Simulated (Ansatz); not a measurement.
The parent structure is TiO (space group C2/m, No. 12).

```cif
data_O5Ti5
_chemical_formula_sum 'Ti5 O5'
_space_group_name_H-M_alt 'P 1'
_space_group_IT_number 1
_cell_length_a 5.04441
_cell_length_b 5.04441
_cell_length_c 5.75872
_cell_angle_alpha 105.795
_cell_angle_beta 105.795
_cell_angle_gamma 48.247
loop_
_space_group_symop_operation_xyz
  'x, y, z'
loop_
_atom_site_label
_atom_site_type_symbol
_atom_site_fract_x
_atom_site_fract_y
_atom_site_fract_z
_atom_site_occupancy
Ti1 Ti 0.65216 0.65216 0.32404 1
Ti2 Ti 0.34784 0.34784 0.67596 1
Ti3 Ti 0.66487 0.66487 0.83042 1
Ti4 Ti 0.33513 0.33513 0.16958 1
Ti5 Ti 0.00000 0.00000 0.50000 1
O1 O 0.50000 0.50000 0.00000 1
O2 O 0.83059 0.83059 0.16809 1
O3 O 0.16941 0.16941 0.83191 1
O4 O 0.83075 0.83075 0.65839 1
O5 O 0.16925 0.16925 0.34161 1
```

Level of theory: PBEsol/PAW in Ansatz (a program for electronic structure), without spin-orbit coupling.

One change was made to it. Results:

```tsv
quantity	base	after
volume per atom	10.43 Å³	10.29 Å³
band gap	zero	zero
```

Which of these changes matches the shifts?
A. pressure 7.5 GPa
B. pressure 3 GPa
C. pressure 0.7 GPa

B, pressure 3 GPa. For comparison, the volume per atom in the other runs: pressure 7.5 GPa gives 10.09 Å³; pressure 0.7 GPa gives 10.40 Å³.

Load acts through the strain it causes; cell and atoms are relaxed under it. No phonon test of stability was made. Competing high-pressure phases were not computed. No Hubbard U is applied, and correlation can decide whether such a compound is a metal. The final runs are not spin-polarised.
